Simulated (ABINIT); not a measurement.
## ABINIT run on In₂Ag (I4/mcm, 6 atoms in the cell): self-consistent single point

Computed with LDA (PW92), PAW (JTH v2.0 LDA PAW) (plane waves; ABINIT 10.0.3).

This input was run:

```
# In2Ag, JTH v2.0 LDA PAW
pp_dirpath "./"
pseudos "In.LDA_PW-JTH.xml, Ag.LDA_PW-JTH.xml"
acell 3*1.0 Angstrom
rprim
        -3.4715000000    3.4715000000    2.7874000000
         3.4715000000   -3.4715000000    2.7874000000
         3.4715000000    3.4715000000   -2.7874000000
natom 6
ntypat 2
znucl 49 47
typat 1 1 1 1 2 2
xred
         0.3454400000    0.1545600000    0.5000000000
         0.6545600000    0.8454400000    0.5000000000
         0.1545600000    0.6545600000    0.8091200000
         0.8454400000    0.3454400000    0.1908800000
         0.7500000000    0.7500000000    0.0000000000
         0.2500000000    0.2500000000    0.0000000000
ecut 544 eV
pawecutdg 1088 eV
pawxcdev 0
occopt 3
tsmear 0.00367493
nband 47
kptopt 1
ngkpt 5 5 5
nshiftk 1
shiftk 0 0 0
nstep 80
tolvrs 1.0e-12
prtwf 0
prtden 0
prtvol 1
enunit 1
```

Output, abridged:

```
 Symmetries : space group I4/m c m (#140); Bravais tI (body-center tetrag.)

 -outvars: echo values of preprocessed input variables --------
            acell      1.8897261329E+00  1.8897261329E+00  1.8897261329E+00 Bohr
             ecut      1.99916330E+01 Hartree
           enunit           1
              ixc       -1012
         kptrlatt        5    0    0      0    5    0      0    0    5
          kptrlen      5.26742262E+01
            natom           6
            nband          47
            ngfft          45      45      45
          ngfftdg          64      64      64
             nkpt          18
            nstep          80
             nsym          16
           ntypat           2
           occopt           3
        pawecutdg      3.99832660E+01 Hartree
         pawxcdev           0
            rprim     -3.4715000000E+00  3.4715000000E+00  2.7874000000E+00
                       3.4715000000E+00 -3.4715000000E+00  2.7874000000E+00
                       3.4715000000E+00  3.4715000000E+00 -2.7874000000E+00
          spgroup         140
           tolvrs      1.00000000E-12
           tsmear      3.67493000E-03 Hartree
            typat      1  1  1  1  2  2
           useylm           1
             xred      3.4544000000E-01  1.5456000000E-01  5.0000000000E-01
                       6.5456000000E-01  8.4544000000E-01  5.0000000000E-01
                       1.5456000000E-01  6.5456000000E-01  8.0912000000E-01
                       8.4544000000E-01  3.4544000000E-01  1.9088000000E-01
                       7.5000000000E-01  7.5000000000E-01  0.0000000000E+00
                       2.5000000000E-01  2.5000000000E-01  0.0000000000E+00
            znucl       49.00000   47.00000

== DATASET  1 ==================================================================

 Real(R)+Recip(G) space primitive vectors, cartesian coordinates (Bohr,Bohr^-1):
 R(1)= -6.5601843  6.5601843  5.2674226  G(1)=  0.0000000  0.0762174  0.0949231
 R(2)=  6.5601843 -6.5601843  5.2674226  G(2)=  0.0762174  0.0000000  0.0949231
 R(3)=  6.5601843  6.5601843 -5.2674226  G(3)=  0.0762174  0.0762174  0.0000000
 Unit cell volume ucvol=  9.0675557E+02 bohr^3
 Angles (23,13,12)=  1.04109354E+02  1.04109354E+02  1.20827381E+02 degrees

 Coarse grid specifications (used for wave-functions):

 getcut: wavevector=  0.0000  0.0000  0.0000  ngfft=  45  45  45
         ecut(hartree)=     19.992   => boxcut(ratio)=   2.04999

 Fine grid specifications (used for densities):

 getcut: wavevector=  0.0000  0.0000  0.0000  ngfft=  64  64  64
         ecut(hartree)=     39.983   => boxcut(ratio)=   2.10774

   1.32406492E+04                                ecore*ucvol(ha*bohr**3)

_setup2: Arith. and geom. avg. npw (full set) are    3871.752    3871.745

--- !BeginCycle
solver: {iscf: 17, nstep: 80, nline: 4, wfoptalg: 10, }
tolerances: {tolvrs: 1.00E-12, }
...

     iter   Etot(hartree)      deltaE(h)  residm     nres2
 ETOT  1  -309.29818944233    -3.093E+02 1.052E-01 2.160E+01
 ETOT  2  -309.43733639506    -1.391E-01 1.696E-02 8.245E+00
 ETOT  3  -309.40811027150     2.923E-02 2.056E-03 4.147E-01
 ETOT  4  -309.40819734596    -8.707E-05 3.394E-03 4.566E-02
 ETOT  5  -309.40813661329     6.073E-05 1.862E-03 1.890E-03
 ETOT  6  -309.40813609770     5.156E-07 1.481E-03 4.667E-04
   [... 2 lines left out ...]
 ETOT  9  -309.40813489405     1.358E-09 2.265E-04 1.206E-08
 ETOT 10  -309.40813489404     1.188E-11 2.813E-04 6.312E-10
 ETOT 11  -309.40813489404    -4.547E-12 1.166E-04 3.135E-11
 ETOT 12  -309.40813489404     1.364E-12 1.355E-04 1.062E-12
 ETOT 13  -309.40813489404    -1.137E-13 5.265E-05 6.865E-14

 At SCF step   13       nres2   =  6.87E-14 < tolvrs=  1.00E-12 =>converged.

 Cartesian components of stress tensor (hartree/bohr^3)
  sigma(1 1)=  1.75665032E-04  sigma(3 2)=  0.00000000E+00
  sigma(2 2)=  1.75665032E-04  sigma(3 1)=  0.00000000E+00
  sigma(3 3)=  1.23269476E-04  sigma(2 1)=  0.00000000E+00

 ----iterations are completed or convergence reached----

 reduced coordinates (array xred) for    6 atoms
       0.345440000000      0.154560000000      0.500000000000
       0.654560000000      0.845440000000      0.500000000000
       0.154560000000      0.654560000000      0.809120000000
       0.845440000000      0.345440000000      0.190880000000
       0.750000000000      0.750000000000      0.000000000000
       0.250000000000      0.250000000000      0.000000000000
 cartesian forces (eV/Angstrom) at end:
    1      0.00165438058351    -0.00165438058351    -0.00000000000000
    2     -0.00165438058351     0.00165438058351    -0.00000000000000
    3      0.00165438058351     0.00165438058351     0.00000000000000
    4     -0.00165438058351    -0.00165438058351     0.00000000000000
    5     -0.00000000000000    -0.00000000000000    -0.00000000000000
    6      0.00000000000000     0.00000000000000    -0.00000000000000
 frms,max,avg= 1.1029204E-03 1.6543806E-03   0.000E+00  0.000E+00  0.000E+00 e/A
 length scales=  1.889726132886  1.889726132886  1.889726132886 bohr
              =  1.000000000000  1.000000000000  1.000000000000 angstroms
 Fermi (or HOMO) energy (eV) =   5.29727   Average Vxc (eV)= -11.21676
 Eigenvalues (   eV  ) for nkpt=  18  k points:
 kpt#   1, nband= 47, wtk=  0.00800, kpt=  0.0000  0.0000  0.0000 (reduced coord)
  -9.09483   -9.06804   -9.03787   -9.03787   -9.03394   -9.00929   -8.97866   -8.94459
  -8.94459   -8.93186   -8.88088   -8.88088   -8.85580   -8.83855   -8.80929   -8.80929
  -8.78602   -8.78602   -8.77125   -8.76577   -4.00359   -0.75344   -0.68094   -0.66289
  -0.66289    0.16941    0.40649    0.64295    1.18795    1.18795    1.37701    2.83446
   2.83446    3.14750    3.94173    4.77271    5.03483    5.03483    5.12340    5.71532
   5.71532    6.24880    7.93253   10.31867   10.49762   10.89343   10.89343
 prteigrs : prtvol=0 or 1, do not print more k-points.

--- !EnergyTerms
comment             : Components of total free energy in Hartree
kinetic             :  7.61366142974320E+01
hartree             :  8.74532311142103E+01
xc                  : -5.42839421352544E+01
Ewald energy        : -2.46443874655684E+02
psp_core            :  1.46022253876666E+01
local_psp           : -2.42399179187957E+02
spherical_terms     :  5.55302265337529E+01
internal            : -3.09404698645834E+02
'-kT*entropy'       : -3.43612018032673E-03
total_energy        : -3.09408134766014E+02
total_energy_eV     : -8.41942352452462E+03
...

-Cartesian components of stress tensor (GPa)         [Pressure= -4.6544E+00 GPa]
- sigma(1 1)=  5.16824282E+00  sigma(3 2)=  0.00000000E+00
- sigma(2 2)=  5.16824282E+00  sigma(3 1)=  0.00000000E+00
- sigma(3 3)=  3.62671260E+00  sigma(2 1)=  0.00000000E+00

 Calculation completed.
```

The run converged in 13 iterations.

The starting cell comes from a database of computed structures (which also holds hypothetical and non-ambient phases and stackings), without a prior relaxation at this level. With a pressure of about -5 GPa the cell is away from its equilibrium volume at this level.

Cost on one core of a shared machine: roughly 4 min.
